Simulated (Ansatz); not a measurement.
A self-consistent single point of Mo₃Ir (Pm-3m, 4 atoms in the cell) with Ansatz (a program for electronic structure).

Method of the run: r2SCAN, default PAW files made with PBE (plane waves; Ansatz).

```yaml
crystal:
  lattice:
    - [3.89813, 0.00000, 0.00000]
    - [0.00000, 3.89813, 0.00000]
    - [0.00000, 0.00000, 3.89813]
  atoms:
    - { symbol: Mo, position: [0.00000, 0.50000, 0.50000] }
    - { symbol: Mo, position: [0.50000, 0.50000, 0.00000] }
    - { symbol: Mo, position: [0.50000, 0.00000, 0.50000] }
    - { symbol: Ir, position: [0.00000, 0.00000, 0.00000] }
```

Reference input (self-consistent single point, DFT, PBE, plane waves, default PAW files): kpoints.mp_grid.grid = 11 11 11; hamiltonian.xc = pbe; hamiltonian.pseudopotentials = {kind: paw} (the program's default PAW files); scf.occupations.method = methfessel_paxton; scf.occupations.width = 0.0037 Ry. This run's input differs from it in these lines:

Ansatz 0.2 input:
```diff
@@ -14,3 +14,3 @@
 hamiltonian:
-  xc: pbe
+  xc: r2scan
   pseudopotentials: { kind: paw }
```

Output, abridged:

```
SCF iter   1: F=—  HF=-26851.420978 eV  |F-HF|=—  |Δ(HF+E_count)|=         —  Δρ=1.49e-2  dr2=1.46e-1  dr2_τ=1.08e-1  ethr=1.77e-3  ⟨swp⟩=5.4  Hψ=7122  notcnv=0
all-band conjugate gradients solve this SCF's bands
preconditioner: auto → Kerker (q_TF=auto, 2.726 Å⁻¹)
SCF iter   2: F=—  HF=-26851.432553 eV  |F-HF|=—  |Δ(HF+E_count)|=   1.16e-2  S|Δr|=    0.00e0  Δρ=6.94e-3  dr2=1.32e-2  dr2_τ=1.17e-2  ethr=2.48e-4  ⟨swp⟩=2.1  Hψ=2948  notcnv=0  defer=108
   [... lines left out ...]
SCF iter   5: F=—  HF=-26851.435638 eV  |F-HF|=—  |Δ(HF+E_count)|=   1.08e-4  S|Δr|=    0.00e0  Δρ=1.49e-4  dr2=7.56e-6  dr2_τ=2.91e-7  ethr=3.81e-7  ⟨swp⟩=2.5  Hψ=3059  notcnv=0  defer=108
SCF iter   6: F=—  HF=-26851.435643 eV  |F-HF|=—  |Δ(HF+E_count)|=   4.38e-6  S|Δr|=    0.00e0  Δρ=1.56e-5  dr2=1.26e-7  dr2_τ=8.66e-9  ethr=1.28e-8  ⟨swp⟩=2.0  Hψ=2699  notcnv=0  defer=108
SCF iter   7: F=-26851.435643 eV  HF=-26851.435643 eV  |F-HF|=3.97e-9  |Δ(HF+E_count)|=   4.22e-8  S|Δr|=    0.00e0  Δρ=3.68e-6  dr2=5.09e-9  dr2_τ=9.57e-10  ethr=1.69e-10  ⟨swp⟩=7.6  Hψ=7537  notcnv=0
SCF 1 converged in 7 iterations: F = -26851.435643 eV  dr2 = 5.09e-9
Stability not checked (fill_not_monotonic)
Free energy (F): -26851.435643 eV
Internal energy: -26851.435747 eV  (E = F + TS)
E sigma→0 (E₀):  -26851.435669 eV
Entropy (-TS):   0.000105 eV (0.026 meV/atom)
Fermi energy:    22.439178 eV
--- Forces (eV/Å), atoms counted from 1 ---
  atom   1  Mo     0.00000000     0.00000000    -0.00000000
   [... zero for the other atoms too ...]
--- Stress (GPa, compression-positive) ---
        8.973929       0.000000       0.000000
        0.000000       8.973929       0.000000
        0.000000       0.000000       8.973929
  P = ⅓ Tr σ = 8.9739 GPa (89.739 kbar)
  The stress holds the Pulay correction. Without it, at fixed plane waves, as pw.x and ABINIT print it: P = 8.8821 GPa
```

The run converged in 7 iterations. Against the reference run the pressure goes from 12.82 to 8.97 GPa. The full log also holds: “WARN basis.ecutwfc = 500 eV, the default”.

The starting cell was generated: these elements placed on a structure prototype, without a prior relaxation; it need not be a known phase or ordering of this composition. Spin polarisation is off. With a pressure of about 9 GPa the cell is away from its equilibrium volume at this level. Ansatz's pressure includes its estimate of the finite-basis (Pulay) stress.
